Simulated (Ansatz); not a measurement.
System: Ir₂S₃ (Pbcn, No. 60). Method: LDA in Ansatz (plane waves, PAW).

Numerical settings: plane-wave cutoff 500 eV, 6×8×6 k mesh (along the axes of the cell as run), gaussian smearing 0.02 eV, no spin polarisation, scalar-relativistic PAW data made under PBE.

Cell (relaxed at this level):

Ir$_{2}$S$_{3}$ is modelled in the orthorhombic space group Pbcn (No. 60), Pearson symbol oP20. Conventional cell: a = 8.380 Å, b = 5.964 Å, c = 6.085 Å, α = β = γ = 90.00°. Ir on 8d is coordinated by 6 S at 2.292–2.391 Å. S1 on 8d is surrounded by 4 Ir at 2.325–2.376 Å. S2 on 4c has 4 Ir at 2.292–2.391 Å. (Neighbours: up to the widest gap in distance over summed covalent radii, below 1.35, at either atom; cation-cation and far metal-metal contacts left out.)

Task: Predict the band gap.

Result: 
* **band gap**: 0.79 eV (on the SCF k mesh)

Note: the relaxation could not lower the start's symmetry, so the cell can be a saddle point above a distorted one.

Spin–orbit coupling is not included.

Computed values are for the static lattice.

Ansatz is an electronic-structure program.
